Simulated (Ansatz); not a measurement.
Input and output of a self-consistent single point for InF3 (R-3c, 8 atoms in the cell) (Ansatz, a first-principles code).

Computed with LDA (PW92), default PAW files made with PBE (plane waves; Ansatz).

The change in words: lattice scaled by 0.98. Reference geometry:
```
CELL_PARAMETERS angstrom
      2.60214     1.50235     4.90751
     -2.60214     1.50235     4.90751
      0.00000    -3.00469     4.90751
ATOMIC_POSITIONS crystal
  In 0.50000 0.50000 0.50000
  In 0.00000 0.00000 0.00000
  F  0.39571 0.75000 0.10429
  F  0.60429 0.25000 0.89571
  F  0.10429 0.39571 0.75000
  F  0.89571 0.60429 0.25000
  F  0.75000 0.10429 0.39571
  F  0.25000 0.89571 0.60429
```

Reference input (self-consistent single point, DFT, LDA (PW92), plane waves, default PAW files made with PBE): kpoints.mp_grid.grid = 5 5 5; hamiltonian.xc = lda; hamiltonian.pseudopotentials = {kind: paw} (the program's default PAW files); scf.occupations.method = fermi_dirac; scf.occupations.width = 0.05 eV. This run's input differs from it in these lines:

```diff
@@ -3,5 +3,5 @@
   lattice:
-    - [2.60214000, 1.50234600, 4.90750700]
-    - [-2.60214000, 1.50234600, 4.90750700]
-    - [0.00000000, -3.00469200, 4.90750700]
+    - [2.55009700, 1.47229900, 4.80935700]
+    - [-2.55009700, 1.47229900, 4.80935700]
+    - [0.00000000, -2.94459800, 4.80935700]
   atoms:
```

Log, with long lists cut:

```
SCF iter   1: F=—  HF=-15679.994925 eV  |F-HF|=—  |Δ(HF+E_count)|=         —  Δρ=2.07e-2  dr2=3.19e-1  ethr=1.77e-3  ⟨swp⟩=5.6  Hψ=3077  notcnv=0  defer=6
all-band conjugate gradients solve this SCF's bands
preconditioner: auto → Resta (q_TF=auto, 2.525 Å⁻¹)
SCF iter   2: F=—  HF=-15679.898852 eV  |F-HF|=—  |Δ(HF+E_count)|=   9.61e-2  Δρ=4.95e-3  dr2=1.00e-2  ethr=4.69e-4  ⟨swp⟩=2.2  Hψ=1390  notcnv=0  defer=50
   [... lines left out ...]
SCF iter   4: F=—  HF=-15679.894958 eV  |F-HF|=—  |Δ(HF+E_count)|=   7.14e-4  Δρ=3.93e-4  dr2=1.08e-4  ethr=3.65e-6  ⟨swp⟩=2.0  Hψ=866  notcnv=0  defer=50
SCF iter   5: F=—  HF=-15679.894967 eV  |F-HF|=—  |Δ(HF+E_count)|=   9.16e-6  Δρ=6.75e-5  dr2=4.26e-6  ethr=1.59e-7  ⟨swp⟩=2.1  Hψ=1079  notcnv=0  defer=50
SCF iter   6: F=—  HF=-15679.894966 eV  |F-HF|=—  |Δ(HF+E_count)|=   4.80e-7  Δρ=1.84e-5  dr2=2.12e-7  ethr=6.27e-9  ⟨swp⟩=2.4  Hψ=1056  notcnv=0  defer=50
SCF iter   7: F=-15679.894966 eV  HF=-15679.894966 eV  |F-HF|=6.66e-10  |Δ(HF+E_count)|=   2.20e-8  Δρ=2.37e-6  dr2=8.74e-9  ethr=1.47e-10  ⟨swp⟩=9.1  Hψ=3344  notcnv=0
SCF 1 converged in 7 iterations: F = -15679.894966 eV  dr2 = 8.74e-9
Free energy (F): -15679.894966 eV
Internal energy: -15679.894966 eV  (E = F + TS)
E sigma→0 (E₀):  -15679.894966 eV
Fermi energy:    4.195158 eV
--- Forces (eV/Å), atoms counted from 1 ---
  atom   1  In     0.00000000     0.00000000     0.00000000
  atom   2  In     0.00000000     0.00000000    -0.00000000
  atom   3  F      0.10077277     0.17454356    -0.00000000
  atom   4  F     -0.10077277    -0.17454356     0.00000000
  atom   5  F     -0.20154554     0.00000000     0.00000000
  atom   6  F      0.20154554    -0.00000000    -0.00000000
  atom   7  F      0.10077277    -0.17454356     0.00000000
  atom   8  F     -0.10077277     0.17454356    -0.00000000
--- Stress (GPa, compression-positive) ---
        3.099752       0.000000      -0.000000
        0.000000       3.099752      -0.000000
       -0.000000      -0.000000       3.181915
  P = ⅓ Tr σ = 3.1271 GPa (31.271 kbar)
  The stress holds the Pulay correction. Without it, at fixed plane waves, as pw.x and ABINIT print it: P = 2.1463 GPa
```

The run converged in 7 iterations. Against the reference run the free energy falls by 3.9 meV/atom, the pressure goes from -4.19 to 3.13 GPa, the largest force moves little (0.204 to 0.202 eV/Å) and the gap on the mesh goes from 4.036 to 4.436 eV.

The starting cell comes from a database of computed structures (which also holds hypothetical and non-ambient phases and stackings), without a prior relaxation at this level. For this run, on top of that: lattice scaled by 0.98. With a pressure of about 3 GPa the cell is away from its equilibrium volume at this level. Ansatz's pressure includes its estimate of the finite-basis (Pulay) stress. Without the estimate this run gives 2.15 GPa.

Keys are those of Ansatz 0.2.
